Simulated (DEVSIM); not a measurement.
Structure: TaN/SiO2/p-GaAs capacitor, at 400 K.

```csv
layer (left to right),material,thickness (nm),Na (cm⁻³)
1,SiO2,12.0,-
2,GaAs,12000,2.9e15
```

Metal gate on the left, work function 4.4 eV. Fixed charge at the semiconductor interface 8.6e10 cm⁻² (in units of +e); interface traps 3e11 cm⁻² eV⁻¹, uniform in energy, neutral level at 0.5 of the gap above the valence band.

Constants are typed, rounded textbook-type inputs, not results; the design itself was drawn at random and stands for no fabricated device. Values at 300 K; Nc and Nv go as T^1.5, mobilities as T to minus their exponent, the gap by Varshni's rule with the affinity fixed.

| parameter | SiO2 | GaAs |
|---|---|---|
| gap (eV) | 9 | 1.424 |
| affinity (eV) | 0.9 | 4.07 |
| permittivity | 3.9 | 12.9 |
| Nc (cm⁻³) | - | 4.7e17 |
| Nv (cm⁻³) | - | 9e18 |
| Varshni α (eV/K) | - | 0.000541 |
| Varshni β (K) | - | 204 |

DEVSIM, 1D Poisson equation in equilibrium, Boltzmann statistics, complete ionisation; no quantum confinement or tunnelling. Metal contacts follow the ideal Schottky-Mott rule: no Fermi-level pinning, no interface dipoles.

Question: Tabulate band edges, carrier densities and field at -2.2 V on the gate.

Answer: Energies count from the Fermi level of the right contact; mesh points crowd at the junctions.

| x (μm) | Ec (eV) | Ev (eV) | n (cm⁻³) | p (cm⁻³) | field (V/cm) |
|---|---|---|---|---|---|
| 0.000 | 5.700 | -3.300 | < 1e2 | < 1e2 | -980000 |
| 0.001573 | 5.546 | -3.454 | < 1e2 | < 1e2 | -980000 |
| 0.005027 | 5.207 | -3.793 | < 1e2 | < 1e2 | -980000 |
| 0.009243 | 4.793 | -4.207 | < 1e2 | < 1e2 | -980000 |
| 0.01187 | 4.535 | -4.465 | < 1e2 | < 1e2 | -980000 |
| 0.01346 | 1.323 | -0.054 | < 1e2 | 2.9e18 | -170000 |
| 0.01738 | 1.277 | -0.100 | < 1e2 | 7.6e17 | -85000 |
| 0.03298 | 1.205 | -0.173 | 480 | 9.3e16 | -28000 |
| 0.06804 | 1.148 | -0.229 | 2500 | 1.8e16 | -9700 |
| 0.1537 | 1.105 | -0.272 | 8500 | 5.2e15 | -2400 |
| 0.3675 | 1.087 | -0.290 | 15000 | 3.1e15 | -200 |
| 1.261 | 1.085 | -0.292 | 15000 | 2.9e15 | ≈ 0 |
| 3.132 | 1.085 | -0.292 | 15000 | 2.9e15 | ≈ 0 |
| 7.279 | 1.085 | -0.292 | 15000 | 2.9e15 | ≈ 0 |
| 10.66 | 1.085 | -0.292 | 15000 | 2.9e15 | ≈ 0 |
| 11.47 | 1.085 | -0.292 | 15000 | 2.9e15 | ≈ 0 |
| 11.80 | 1.085 | -0.292 | 15000 | 2.9e15 | ≈ 0 |
| 11.93 | 1.085 | -0.292 | 15000 | 2.9e15 | ≈ 0 |
| 11.99 | 1.085 | -0.292 | 15000 | 2.9e15 | ≈ 0 |
| 12.00 | 1.085 | -0.292 | 15000 | 2.9e15 | ≈ 0 |
| 12.01 | 1.085 | -0.292 | 15000 | 2.9e15 | ≈ 0 |
| 12.01 | 1.085 | -0.292 | 15000 | 2.9e15 | ≈ 0 |
